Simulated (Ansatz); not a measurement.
Ansatz (an electronic-structure program) run on Hf₂Si (Fmm2, 6 atoms in the cell): self-consistent single point.

Computed with PBEsol, harder PAW files (source: ansatz) made with PBE (plane waves; Ansatz).

```
Hf2Si
1.0
   -3.28518     3.28518     2.59057
    3.28518    -3.28518     2.59057
    3.28518     3.28518    -2.59057
Hf Si
4 2
Direct
  0.84351   0.65649   0.50000
  0.15649   0.34351   0.50000
  0.66187   0.16187   0.82374
  0.34351   0.84351   0.18702
  0.75000   0.75000   0.00000
  0.25000   0.25000   0.00000
```

Reference input (self-consistent single point, DFT, PBEsol, plane waves, default PAW files made with PBE): basis.ecutwfc = 420 eV; kpoints.mp_grid.grid = 5 5 5; hamiltonian.xc = pbesol; hamiltonian.pseudopotentials = {kind: paw} (the program's default PAW files); scf.occupations.method = gaussian; scf.occupations.width = 0.1 eV. This run's input differs from it in these lines:

Ansatz 0.2 input:
```diff
@@ -14,3 +14,3 @@
 basis:
-  ecutwfc: 420.0
+  ecutwfc: 285.0
 kpoints:
@@ -19,3 +19,3 @@
   xc: pbesol
-  pseudopotentials: { kind: paw }
+  pseudopotentials: { kind: paw, source: ansatz }
 scf:
```

The program printed (abridged):

```
SCF iter   1: F=—  HF=-63696.036069 eV  |F-HF|=—  |Δ(HF+E_count)|=         —  Δρ=4.26e-2  dr2=2.09e0  ethr=3.10e-3  ⟨swp⟩=6.2  Hψ=6757  notcnv=0  defer=3
all-band conjugate gradients solve this SCF's bands
preconditioner: auto → Resta (q_TF=auto, 2.729 Å⁻¹)
SCF iter   2: F=—  HF=-63694.839054 eV  |F-HF|=—  |Δ(HF+E_count)|=    1.20e0  Δρ=2.09e-2  dr2=4.16e-1  ethr=1.86e-3  ⟨swp⟩=2.0  Hψ=3822  notcnv=0  defer=147
   [... lines left out ...]
SCF iter   6: F=—  HF=-63694.774339 eV  |F-HF|=—  |Δ(HF+E_count)|=   6.29e-5  Δρ=8.39e-5  dr2=7.16e-6  ethr=1.44e-7  ⟨swp⟩=2.0  Hψ=3100  notcnv=0  defer=147
SCF iter   7: F=—  HF=-63694.774231 eV  |F-HF|=—  |Δ(HF+E_count)|=   1.09e-4  Δρ=2.40e-5  dr2=8.20e-7  ethr=6.39e-9  ⟨swp⟩=2.0  Hψ=3349  notcnv=0  defer=147
SCF iter   8: F=—  HF=-63694.774231 eV  |F-HF|=—  |Δ(HF+E_count)|=   4.19e-7  Δρ=8.96e-6  dr2=1.03e-7  ethr=8.93e-11  ⟨swp⟩=11.2  Hψ=8794  notcnv=0
SCF iter   9: F=-63694.774230 eV  HF=-63694.774230 eV  |F-HF|=3.65e-9  |Δ(HF+E_count)|=   5.42e-8  Δρ=1.93e-6  dr2=4.23e-9  ethr=8.93e-11  ⟨swp⟩=4.0  Hψ=5270  notcnv=0
SCF 1 converged in 9 iterations: F = -63694.774230 eV  dr2 = 4.23e-9
Free energy (F): -63694.774230 eV
Internal energy: -63694.761347 eV  (E = F + TS)
E sigma→0 (E₀):  -63694.767789 eV
Entropy (-TS):   -0.012883 eV (-2.147 meV/atom)
Fermi energy:    16.852111 eV
--- Forces (eV/Å), atoms counted from 1 ---
  atom   1  Hf     0.10714474    -0.01049182     0.00000000
  atom   2  Hf    -0.01049182     0.10714474     0.00000000
  atom   3  Hf    -0.22163480    -0.22163480     0.00000000
  atom   4  Hf     0.06074289     0.06074289     0.00000000
  atom   5  Si     0.03212004     0.03212004    -0.00000000
  atom   6  Si     0.03212004     0.03212004    -0.00000000
--- Stress (GPa, compression-positive) ---
       -3.062626      -0.362481       0.000000
       -0.362481      -3.062626       0.000000
        0.000000       0.000000      -2.688035
  P = ⅓ Tr σ = -2.9378 GPa (-29.378 kbar)
  The stress holds the Pulay correction. Without it, at fixed plane waves, as pw.x and ABINIT print it: P = -73.7260 GPa
```

The run converged in 9 iterations. Against the reference run the pressure goes from -3.61 to -2.94 GPa and the largest force goes from 0.393 to 0.313 eV/Å.

The starting cell comes from a database of computed structures (which also holds hypothetical and non-ambient phases and stackings), without a prior relaxation at this level. Its lattice was rescaled by up to half a per cent. One atom was moved a little off its site on purpose. Ansatz's pressure includes its estimate of the finite-basis (Pulay) stress. Without the estimate this run gives -73.73 GPa. The cutoff lies below the one recommended for these files.
